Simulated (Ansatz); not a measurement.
Take InAs in the zinc blende structure (space group F-43m, No. 216; a = 6.0869 Å) as the base.

All numbers come from PBEsol/PAW in Ansatz (a program for electronic structure), scalar-relativistic without spin-orbit coupling.

Before the change:

The lattice parameter a is 6.087 Å.

One thing is altered: every As is replaced by Sb; the structure is relaxed again.

Tabulated Pauling electronegativity and covalent radius: As 2.18, 1.19 Å; Sb 2.05, 1.39 Å.

Task: Estimate the effect on the lattice parameter a.

Result: The lattice parameter a goes up by 0.432 Å (6.087 Å → 6.519 Å).

Stability against distortions was not tested. The final runs are not spin-polarised.
